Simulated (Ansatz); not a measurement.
Mg (Im-3m, No. 229, 1 atom in the cell; start mp-110; another form than the element's usual one)

All values below come from r²SCAN (Ansatz, an electronic-structure program, PAW).

Numerical settings: plane-wave cutoff 560 eV, 22×22×22 k mesh, Fermi–Dirac smearing 0.05 eV, scalar-relativistic PAW data made under PBE.

Cell (relaxed at this level):

```yaml
crystal:
  lattice:
    - [-1.77976, 1.77976, 1.77976]
    - [1.77976, -1.77976, 1.77976]
    - [1.77976, 1.77976, -1.77976]
  atoms:
    - { symbol: Mg, position: [0.00000, 0.00000, 0.00000] }
```

| Item | Value |
|---|---|
| band gap | zero (no gap) |
| bulk modulus | 38.8 GPa |

Note: the relaxation could not lower the start's symmetry, so the cell can be a saddle point above a distorted one; the bulk modulus is −V dP/dV from two relaxed cells at ±2 % in volume.

Static lattice: no zero-point or thermal effects.

A start named mp-… is a Materials Project structure, which need not be a measured phase.
